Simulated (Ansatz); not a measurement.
**Zn, pressure series**

The parent structure is Zn in the hcp (Mg type) structure (space group P6_3/mmc, No. 194; a = 2.636 Å, c = 4.657 Å).

Cell and atoms are relaxed at each pressure.

All numbers come from PBEsol (Ansatz, a first-principles code; PAW; 420 eV plane waves; spin-orbit coupling left out).

```tsv
pressure (GPa)	volume per atom (Å³/atom)
-2	14.373
-1	?
0	14.010
2.1	13.702
4.5	13.397
9	12.918
15	12.410
22.5	11.901
30	11.488
```

Question: Fit the third-order Birch–Murnaghan form P(V) = (3B₀/2)[(V₀/V)^(7/3) − (V₀/V)^(5/3)]·[1 + (3/4)(B₀′ − 4)((V₀/V)^(2/3) − 1)] (squares taken in P) to the rows shown and predict the withheld row.

Answer: Least squares on the printed values gives V₀ = 14.017 Å³/atom, B₀ = 88.6 GPa, B₀′ = 5.3; this predicts 14.182 Å³/atom, and the run gives 14.177 Å³/atom, 0.005 lower.

Load acts through the strain it causes; cell and atoms are relaxed under it. Stability against distortions was not tested. No other phases were tried under pressure.
